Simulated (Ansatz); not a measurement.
**HgS, response to strain**

Base system: HgS in the zinc blende structure (space group F-43m, No. 216).

```yaml
crystal:
  lattice:
    - [0.00000, 2.93793, 2.93793]
    - [2.93793, 0.00000, 2.93793]
    - [2.93793, 2.93793, 0.00000]
  atoms:
    - { symbol: Hg, position: [0.00000, 0.00000, 0.00000] }
    - { symbol: S, position: [0.25000, 0.25000, 0.25000] }
```

Cartesian axes are those of the cell as printed.

Strains are applied to the cell and any free atomic positions relax; under biaxial strain the out-of-plane vector relaxes too.

All numbers come from Ansatz (an electronic-structure program), PBEsol, PAW, cutoff 420 eV, no SOC.

Notes on the quantities. energy relative to the base: free energy F; pressure: mean of the normal stresses, compression positive.

| change | energy relative to the base | pressure | shortest interatomic distance |
|---|---|---|---|
| base | 0 meV/atom | 0.0 GPa | 4.808 bohr |
| biaxial strain −2.50 %, plane normal [111], relaxed out of plane | +9.1 meV/atom | 1.5 GPa | 4.741 bohr |
| biaxial strain −2.08 %, plane normal [111], relaxed out of plane | +6.3 meV/atom | 1.3 GPa | 4.752 bohr |
| biaxial strain −1.67 %, plane normal [111], relaxed out of plane | +4.1 meV/atom | 1.0 GPa | 4.764 bohr |
| biaxial strain −1.25 %, plane normal [111], relaxed out of plane | +2.3 meV/atom | 0.8 GPa | 4.776 bohr |
| biaxial strain −0.83 %, plane normal [111], relaxed out of plane | [?] | 0.5 GPa | 4.787 bohr |
| biaxial strain −0.42 %, plane normal [111], relaxed out of plane | +0.3 meV/atom | [?] | 4.798 bohr |
| biaxial strain +0.42 %, plane normal [111], relaxed out of plane | +0.3 meV/atom | -0.3 GPa | 4.815 bohr |
| biaxial strain +1.67 %, plane normal [111], relaxed out of plane | +4.3 meV/atom | -1.1 GPa | 4.839 bohr |
| biaxial strain +2.08 %, plane normal [111], relaxed out of plane | +6.6 meV/atom | -1.3 GPa | 4.845 bohr |

Q: Some entries are withheld; estimate them.

A: 
- biaxial strain −0.83 %, plane normal [111], relaxed out of plane, energy relative to the base: +1.0 meV/atom
- biaxial strain −0.42 %, plane normal [111], relaxed out of plane, pressure: 0.3 GPa

A case with no gap was solved on a k-mesh chosen for an insulator, which is coarse for it. Whether these cells are dynamically stable was not tested. The final runs are not spin-polarised.
